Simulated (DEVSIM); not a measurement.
System: illuminated Si n-on-p cell, one wavelength, at 400 K.

| layer (left to right) | material | thickness (μm) | Nd (cm⁻³) | Na (cm⁻³) | τn (s) | τp (s) | absorption coefficient (cm⁻¹) |
|---|---|---|---|---|---|---|---|
| 1 | Si | 0.310 | 1.5e18 | - | 6.2e-6 | 0.00012 | 780 |
| 2 | Si | 110 | - | 7.6e16 | 0.00026 | 0.00026 | 780 |

Left contact: ohmic, minority hole recombination velocity 2e6 cm/s. Right contact: ohmic, minority electron recombination velocity 6e6 cm/s. Voltage is applied to the left contact. Recombination: SRH at mid-gap, radiative, Auger. Light enters at the left, 2.3e18 photons cm⁻² s⁻¹, one pass, no reflection. Mobility is μmin + (μ − μmin)/(1 + (N/Nref)^α).

Constants are typed, rounded textbook-type inputs, not results; the design itself was drawn at random and stands for no fabricated device. Values at 300 K; Nc and Nv go as T^1.5, mobilities as T to minus their exponent, the gap by Varshni's rule with the affinity fixed.

| parameter | Si |
|---|---|
| gap (eV) | 1.124 |
| affinity (eV) | 4.05 |
| permittivity | 11.7 |
| Nc (cm⁻³) | 2.86e19 |
| Nv (cm⁻³) | 3.1e19 |
| μn (cm²/Vs) | 1417 |
| μp (cm²/Vs) | 470 |
| μn,min | 52 |
| μp,min | 45 |
| Nref,n | 9.7e16 |
| Nref,p | 2.2e17 |
| αn | 0.68 |
| αp | 0.72 |
| T exponent of μn | 2.3 |
| T exponent of μp | 2.2 |
| B (cm³/s) | 4.7e-15 |
| Cn (cm⁶/s) | 2.8e-31 |
| Cp (cm⁶/s) | 9.9e-32 |
| Varshni α (eV/K) | 0.000473 |
| Varshni β (K) | 636 |

Model (solved in DEVSIM): 1D drift-diffusion, Boltzmann statistics, complete ionisation; no tunnelling, impact ionisation, image-force lowering or self-heating.

The thickness of layer 2 was swept, all else fixed.

| thickness of layer 2 (μm) | fill factor | short-circuit current (mA/cm²) | dark forward voltage at 1 A/cm² (V) | open-circuit voltage (V) |
|---|---|---|---|---|
| 22 | 0.73 | 194 | 0.486 | 0.429 |
| 38 | 0.74 | 250 | 0.496 | 0.447 |
| 66 | 0.75 | 296 | 0.504 | 0.460 |
| 110 | 0.75 | [?] | [?] | [?] |
| 190 | 0.75 | 340 | 0.518 | 0.473 |
| 330 | 0.74 | 350 | 0.527 | 0.476 |
| 550 | 0.74 | 355 | 0.537 | 0.477 |

### Question
Fill in the missing entries.

### Answer

- 110, short-circuit current (mA/cm²): 323
- 110, dark forward voltage at 1 A/cm² (V): 0.511
- 110, open-circuit voltage (V): 0.468
